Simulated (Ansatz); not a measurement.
Ru in the hcp (Mg type) structure, the quasi-harmonic free energy with PBEsol in Ansatz (a quantum-chemistry and plane-wave program). The pressure is 15 GPa. The structure is held there; whether it is the stable one at that pressure was not tested.

| T (K) | α_a (10⁻⁶/K) | α_c (10⁻⁶/K) | C_P (J/mol/K) | bulk modulus B_T (GPa) | γ |
|---|---|---|---|---|---|
| 100 | 2.0 | 3.1 | 11.8 | 413 | 1.90 |
| 200 | 3.4 | 5.9 | 20.7 | 410 | 1.94 |
| 250 | 3.6 | 6.4 | 22.4 | 408 | 1.95 |
| 450 | 4.0 | 7.5 | 25.1 | 401 | 1.96 |
| 550 | 4.1 | ? | 25.7 | 398 | 1.96 |
| 800 | 4.2 | 8.5 | 26.8 | 389 | 1.97 |
| 900 | 4.3 | 8.8 | 27.2 | ? | 1.97 |
| 950 | 4.3 | 8.9 | 27.4 | 383 | 1.98 |

### Question
Some entries are withheld; supply them.

### Answer

- 550, α_c (10⁻⁶/K): 7.8
- 900, bulk modulus B_T (GPa): 385

The crystal is held in this phase throughout; melting and phase transitions are not modelled.

The PAW data sets were generated under PBE and serve the other functionals too.
